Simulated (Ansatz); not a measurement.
**Response to strain in hypothetical P-3m1 Cd3N2**

Base system: Cd$_{3}$N$_{2}$ (space group P-3m1, No. 164; a hypothetical phase, not in the database extracts checked).

```xyz
5
Lattice="3.6664 0.0000 0.0000 -1.8332 3.1752 0.0000 0.0000 0.0000 6.3705" Properties=species:S:1:pos:R:3 pbc="T T T"
N      0.0000     2.1168     1.4084
N      1.8332     1.0584     4.9621
Cd     0.0000     0.0000     0.0000
Cd     0.0000     2.1168     4.1877
Cd     1.8332     1.0584     2.1828
```

Cartesian axes are those of the cell as printed.

Strains are applied to the cell and any free atomic positions relax.

Levels (all Ansatz, a first-principles code, PAW): PBEsol (420 eV, no spin-orbit coupling); r2SCAN (500 eV, spin-orbit coupling left out).

Pressures by level, all at the geometries relaxed with PBEsol:

```json
[
 {"case": "base", "PBEsol": "0.0 GPa", "r2SCAN": "2.2 GPa"},
 {"case": "isotropic strain +1.52 %", "PBEsol": "-4.4 GPa", "r2SCAN": "-2.6 GPa"},
 {"case": "isotropic strain +1.54 %", "PBEsol": "-4.4 GPa", "r2SCAN": "-2.6 GPa"},
 {"case": "tensor shear ε_yz = +0.89 %", "PBEsol": "0.0 GPa", "r2SCAN": "___"},
 {"case": "strain tensor (xx, yy, zz, yz, xz, xy) = (−1.19, +0.08, −2.03, +0.87, +0.17, +0.15) %", "PBEsol": "3.7 GPa", "r2SCAN": "___"}
]
```

Problem. Some entries are withheld; estimate them.

Solution. 
- tensor shear ε_yz = +0.89 %, r2SCAN: 2.3 GPa
- strain tensor (xx, yy, zz, yz, xz, xy) = (−1.19, +0.08, −2.03, +0.87, +0.17, +0.15) %, r2SCAN: 6.2 GPa

Single points use the geometry relaxed with PBEsol. Their cutoffs differ, which shifts pressures a little. No phonon test of stability was made. All final runs are without spin polarisation.
